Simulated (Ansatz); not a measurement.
## A short convergence ladder for LiNbF6 (R-3, 8 atoms in the cell)

```xyz
8
Lattice="2.5701 1.4838 4.5798 -2.5701 1.4838 4.5798 0.0000 -2.9677 4.5798" Properties=species:S:1:pos:R:3 pbc="T T T"
Li     0.0000     0.0000     6.8697
Nb     0.0000     0.0000     0.0000
F     -1.6066     0.2290     5.7016
F      1.6066    -0.2290     8.0378
F      0.6050    -1.5058     5.7016
F     -0.6050     1.5058     8.0378
F      1.0016     1.2768     5.7016
F     -1.0016    -1.2768     8.0378
```

Base method: LDA (PW92), default PAW files made with PBE (plane waves; Ansatz, a program for electronic structure).

Base settings: basis.ecutwfc = 420 eV; kpoints.mp_grid.grid = 6 6 6; hamiltonian.xc = lda; hamiltonian.pseudopotentials = {kind: paw} (the program's default PAW files); scf.occupations.method = fixed.

Core times come from one kind of shared machine, to one figure; runs under 30 s give none.

**Zone-centre phonons against the cutoff**

In this ladder: phonons.method = dfpt; phonons.dielectric = true; phonons.rigid_motions = translations.

The mesh stays at the base's, so the ladder's end is converged at best in this setting alone.

Frequencies are those of the unrelaxed cell, without the LO-TO term of polar crystals.

Only quantities that move along the ladder and can be compared are tabulated.

ε∞ and Born charges come from denser meshes that the program picks itself.

| basis.ecutwfc | highest zone-centre frequency (cm⁻¹) | lowest optical frequency (cm⁻¹) | largest Born charge (mean of the diagonal) (e) | core time / last (rough) |
|---|---|---|---|---|
| 210 eV | 768.5 | 117.9 | 5.038 | 0.4 |
| 295 eV | 591.3 | 140.6 | 4.966 | 0.6 |
| 355 eV | 600.9 | 127.7 | 4.959 | 0.9 |
| 420 eV | 604.6 | 125.9 | 4.958 | 1 |

Coarsest basis.ecutwfc that holds the lowest optical frequency within 5 cm⁻¹ of the last step, with all finer ones: 355 eV; the step before is off by 15 cm⁻¹.

Coarsest basis.ecutwfc that holds the largest Born charge (mean of the diagonal) within 0.01 e of the last step, with all finer ones: 295 eV; the step before is off by 0.079 e.

Coarsest basis.ecutwfc that holds the highest zone-centre frequency within 10 cm⁻¹ of the last step, with all finer ones: 355 eV; the step before is off by 13 cm⁻¹.

On the base run: the starting cell comes from a database of computed structures (which also holds hypothetical and non-ambient phases and stackings), without a prior relaxation at this level. Its lattice was rescaled by up to half a per cent. In the base run, with a pressure of about -9 GPa the cell is away from its equilibrium volume at this level. In the base run, forces exceed 1 eV/Å.

Keys are those of Ansatz 0.2.
